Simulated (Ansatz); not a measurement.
TiC, element substitutions

Base system: TiC in the rock salt structure (space group Fm-3m, No. 225; a = 4.293 Å).

Each row replaces one element on all its sites; cell and atoms are relaxed.

Levels (all Ansatz, a quantum-chemistry and plane-wave program, PAW): PBEsol (420 eV, spin-orbit coupling left out); r2SCAN (500 eV, no spin-orbit coupling).

Pressures by level, all at the geometries relaxed with PBEsol:

```tsv
case	PBEsol	r2SCAN
base	0.0 GPa	6.6 GPa
C → Pb	0.0 GPa	2.7 GPa
Ti → Hf	0.0 GPa	5.5 GPa
C → W	0.0 GPa	3.9 GPa
```

Single points use the geometry relaxed with PBEsol. Their cutoffs differ, which shifts pressures a little. No phonon test of stability was made. As relaxed here, TiPb and TiW are hypothetical phases, not in the database extracts checked. The final runs are not spin-polarised.
